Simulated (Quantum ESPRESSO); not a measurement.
Checking a run of Quantum ESPRESSO on SbPb (Fm-3m, 2 atoms in the cell). The aim is a self-consistent single point with DFT, LDA (PZ), plane waves, GBRV 1.5 ultrasoft (LDA) pseudopotentials.

Cell that was meant: a = 4.4707 Å, b = 4.4707 Å, c = 4.4707 Å, α = 60.00°, β = 60.00°, γ = 60.00°.

Part of the input:

```fortran
   nat = 2
   ntyp = 2
   ecutwfc = 40
   ecutrho = 80
   occupations = 'smearing'
   smearing = 'marzari-vanderbilt'
   degauss = 0.0099958
```

Output (repeated stretches shortened):

```
     Message from routine set_cutoff:
     ecutrho < 4*ecutwfc, are you sure?
     G-vector sticks info
     --------------------
   [... lines left out ...]
        k(    1) = (   0.0000000   0.0000000   0.0000000), wk =   0.0058309
        k(    2) = (  -0.1428571   0.1428571  -0.1428571), wk =   0.0466472
        k(    3) = (  -0.2857143   0.2857143  -0.2857143), wk =   0.0466472
   [... 17 lines left out ...]

     Dense  grid:     5065 G-vectors     FFT dimensions: (  25,  25,  25)

     Initial potential from superposition of free atoms

     starting charge      27.9982, renormalised to      29.0000

     negative rho (up, down):  1.109E-02 0.000E+00
     Self-consistent Calculation

     iteration #  1     ecut=    40.00 Ry     beta= 0.70

     negative rho (up, down):  1.015E-02 0.000E+00

     total energy              =    -348.44041300 Ry
     estimated scf accuracy    <       0.45002600 Ry

     iteration #  2     ecut=    40.00 Ry     beta= 0.70

     negative rho (up, down):  1.068E-02 0.000E+00

     total energy              =    -348.58603900 Ry
     estimated scf accuracy    <       0.04213498 Ry

     iteration #  3     ecut=    40.00 Ry     beta= 0.70

     negative rho (up, down):  1.083E-02 0.000E+00

     total energy              =    -348.59404730 Ry
     estimated scf accuracy    <       0.00041010 Ry

   [... 4 blocks of this kind left out ...]

     iteration #  8     ecut=    40.00 Ry     beta= 0.70
     c_bands:  1 eigenvalues not converged
     c_bands:  1 eigenvalues not converged

     negative rho (up, down):  1.088E-02 0.000E+00

     total energy              =    -348.59418179 Ry
     estimated scf accuracy    <          2.3E-09 Ry

     iteration #  9     ecut=    40.00 Ry     beta= 0.70

     negative rho (up, down):  1.087E-02 0.000E+00
     End of self-consistent calculation

     the Fermi energy is     9.3616 ev

!    total energy              =    -348.59418179 Ry
     estimated scf accuracy    <          9.6E-11 Ry
     smearing contrib. (-TS)   =      -0.00031957 Ry
     internal energy E=F+TS    =    -348.59386222 Ry

     convergence has been achieved in   9 iterations

     negative rho (up, down):  1.087E-02 0.000E+00

     Forces acting on atoms (cartesian axes, Ry/au):

     atom    1 type  1   force =     0.00000000    0.00000000   -0.00000000
     atom    2 type  2   force =     0.00000000    0.00000000    0.00000000

     Total force =     0.000000     Total SCF correction =     0.000000

     negative rho (up, down):  1.087E-02 0.000E+00
          total   stress  (Ry/bohr**3)                   (kbar)     P=       -7.50
  -0.00005100  -0.00000000  -0.00000000           -7.50       -0.00       -0.00
  -0.00000000  -0.00005100   0.00000000           -0.00       -7.50        0.00
  -0.00000000   0.00000000  -0.00005100           -0.00        0.00       -7.50

   JOB DONE.
```

**Question.** Can these results be used? Check the input.

**Answer.** The run is not sound. The fault is a density cutoff or grid that is too coarse. The charge density holds wave vectors up to twice those of the orbitals (four times the energy cutoff), and augmentation charges need more still. To fix it, restore the density cutoff. The run converged in 9 iterations without an error; against the sound input the free energy falls by 61.2 meV/atom and the pressure goes from -2.72 to -0.75 GPa.

The sound input it was made from differs as follows (other fixes are possible):
```diff
-   ecutrho = 80
+   ecutrho = 200
```

With that input, the run converged in 9 iterations: free energy E − TS -4742.7431 eV; Fermi level (on the code's own zero) 9.35 eV; pressure -2.72 GPa (DFT, LDA (PZ), plane waves, GBRV 1.5 ultrasoft (LDA) pseudopotentials).

On the sound input: the starting cell comes from a database of computed structures (which also holds hypothetical and non-ambient phases and stackings), without a prior relaxation at this level. Spin-orbit coupling is off.
